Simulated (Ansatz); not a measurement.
AlB2-type ZrB₂ was calculated with PBE (PAW; Ansatz, a first-principles code).

Run with plane-wave cutoff 520 eV, 18×18×12 k mesh (along the axes of the cell as run), Fermi–Dirac smearing 0.1 eV, perturbation theory, force constants from a 6×6×4 q mesh, scalar-relativistic PAW data made under PBE.

Q: Estimate the zero-point energy that the calculation returns.

A: 
zero-point energy: 0.089 eV/atom
